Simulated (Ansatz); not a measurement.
We consider Al2Cu (I4/mcm, No. 140), described by RPBE (plane waves, PAW; Ansatz, an electronic-structure program).

Settings: plane-wave cutoff 520 eV, 14×14×14 k mesh, Fermi–Dirac smearing 0.05 eV, no spin polarisation, scalar-relativistic PAW data made under PBE.

Shape and atoms are relaxed at each volume.

Pressure at four volumes; x = ln(V/15.267 Å³). One pressure is withheld.

```csv
V (Å³/atom),x,P (GPa)
14.656,-0.0408,?
14.961,-0.0202,2.00
15.267,0.0000,0.00
15.877,0.0392,-3.38
```

Pass a parabola P(x) through the three rows shown, estimate the bulk modulus and its pressure derivative near zero pressure, and predict the withheld pressure.

Slopes between the rows: (0.00 − (2.00))/(0.0000 − (-0.0202)) = -99.01 and (-3.38 − (0.00))/(0.0392 − (0.0000)) = -86.22 GPa. Their difference over the span 0.0594 is c = 12.79/0.0594 = 215.3 GPa, so P(x) = 2.00 + (-99.01)(x − (-0.0202)) + 215.3 (x − (-0.0202))(x − (0.0000)). At the middle row B = −dP/dx = −[-99.01 + 215.3 × 0.0202] = 94.7 GPa, and B′ = dB/dP = 2c/B = 4.5. At x = -0.0408 the parabola gives 4.22 GPa; the run gives 4.22 GPa. The Birch–Murnaghan fit to the energies at all volumes has B0 = 94.2 GPa and B′ = 4.5.
